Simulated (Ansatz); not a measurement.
Start from CuAu (space group P4/mmm, No. 123; a = 2.8226 Å, c = 3.5689 Å).

Computed with DFT with PBEsol, PAW potentials and a 420 eV plane-wave cutoff in Ansatz (a program for electronic structure), no spin-orbit coupling.

Base values:

Volume per atom: 14.22 Å³
Band gap: zero

Now apply this change: a negative pressure, −1 GPa.

**Question.** How does this affect the volume per atom?

**Answer.** The volume per atom rises by 0.085 Å³ to 14.30 Å³.

**Question.** How does this affect the band gap?

**Answer.** The band gap remains zero.

Load acts through the strain it causes; cell and atoms are relaxed under it. Stability against distortions was not tested. The final runs are not spin-polarised.
